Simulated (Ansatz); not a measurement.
All values below come from PBE (plane waves to 420 eV, PAW; Ansatz, a quantum-chemistry and plane-wave program).

Electrostatic potential energy of an electron, averaged over planes parallel to the surface, in eV from the Fermi level, for the (11-21) surface of hcp Zr in its 1x1 cell, outermost plane spacing 0.77 Å in the ideal cut:

```json
[
 {"z (Å)": "4.12", "V (eV)": "3.39"},
 {"z (Å)": "4.42", "V (eV)": "3.39"},
 {"z (Å)": "4.71", "V (eV)": "3.39"},
 {"z (Å)": "5.01", "V (eV)": "3.38"},
 {"z (Å)": "5.30", "V (eV)": "3.37"},
 {"z (Å)": "5.59", "V (eV)": "3.35"},
 {"z (Å)": "5.89", "V (eV)": "3.32"},
 {"z (Å)": "6.18", "V (eV)": "3.25"},
 {"z (Å)": "6.48", "V (eV)": "3.14"},
 {"z (Å)": "6.77", "V (eV)": "2.92"},
 {"z (Å)": "7.07", "V (eV)": "2.54"},
 {"z (Å)": "7.36", "V (eV)": "1.83"},
 {"z (Å)": "7.66", "V (eV)": "0.49"},
 {"z (Å)": "7.95", "V (eV)": "-1.94"},
 {"z (Å)": "8.24", "V (eV)": "-4.84"},
 {"z (Å)": "8.54", "V (eV)": "-7.58"},
 {"z (Å)": "8.83", "V (eV)": "-9.29"},
 {"z (Å)": "9.13", "V (eV)": "-9.80"},
 {"z (Å)": "9.42", "V (eV)": "-9.65"},
 {"z (Å)": "9.72", "V (eV)": "-8.91"},
 {"z (Å)": "10.01", "V (eV)": "-8.33"},
 {"z (Å)": "10.31", "V (eV)": "-8.12"},
 {"z (Å)": "10.60", "V (eV)": "-8.14"},
 {"z (Å)": "10.89", "V (eV)": "-8.60"},
 {"z (Å)": "11.19", "V (eV)": "-8.56"},
 {"z (Å)": "11.48", "V (eV)": "-8.52"},
 {"z (Å)": "11.78", "V (eV)": "-8.49"},
 {"z (Å)": "12.07", "V (eV)": "-8.13"},
 {"z (Å)": "12.37", "V (eV)": "-8.22"},
 {"z (Å)": "12.66", "V (eV)": "-8.10"},
 {"z (Å)": "12.96", "V (eV)": "-8.05"},
 {"z (Å)": "13.25", "V (eV)": "-8.28"},
 {"z (Å)": "13.54", "V (eV)": "-8.05"},
 {"z (Å)": "13.84", "V (eV)": "-8.10"},
 {"z (Å)": "14.13", "V (eV)": "-8.22"},
 {"z (Å)": "14.43", "V (eV)": "-8.13"},
 {"z (Å)": "14.72", "V (eV)": "-8.49"},
 {"z (Å)": "15.02", "V (eV)": "-8.52"},
 {"z (Å)": "15.31", "V (eV)": "-8.56"},
 {"z (Å)": "15.61", "V (eV)": "-8.60"},
 {"z (Å)": "15.90", "V (eV)": "-8.14"},
 {"z (Å)": "16.19", "V (eV)": "-8.12"},
 {"z (Å)": "16.49", "V (eV)": "-8.33"},
 {"z (Å)": "16.78", "V (eV)": "-8.91"},
 {"z (Å)": "17.08", "V (eV)": "-9.65"},
 {"z (Å)": "17.37", "V (eV)": "-9.80"},
 {"z (Å)": "17.67", "V (eV)": "-9.29"},
 {"z (Å)": "17.96", "V (eV)": "-7.58"},
 {"z (Å)": "18.26", "V (eV)": "-4.84"},
 {"z (Å)": "18.55", "V (eV)": "-1.94"},
 {"z (Å)": "18.84", "V (eV)": "0.49"},
 {"z (Å)": "19.14", "V (eV)": "1.83"},
 {"z (Å)": "19.43", "V (eV)": "2.54"},
 {"z (Å)": "19.73", "V (eV)": "2.92"},
 {"z (Å)": "20.02", "V (eV)": "3.14"},
 {"z (Å)": "20.32", "V (eV)": "3.25"},
 {"z (Å)": "20.61", "V (eV)": "3.32"},
 {"z (Å)": "20.91", "V (eV)": "3.35"},
 {"z (Å)": "21.20", "V (eV)": "3.37"},
 {"z (Å)": "21.49", "V (eV)": "3.38"},
 {"z (Å)": "21.79", "V (eV)": "3.39"},
 {"z (Å)": "22.08", "V (eV)": "3.39"},
 {"z (Å)": "22.38", "V (eV)": "3.39"}
]
```

Model: 14-atom slab, 10.0 Å thick at the start (thin: gaps and levels are the slab's own), 8x7x1 mesh, Fermi-Dirac 0.1 eV, dipole correction, all atoms relaxed; start symmetry kept, larger cells not searched; no spin, no spin-orbit, no U.

The vacuum level lies 3.40 eV above the Fermi level over the top face and 3.40 eV above it under the bottom face.
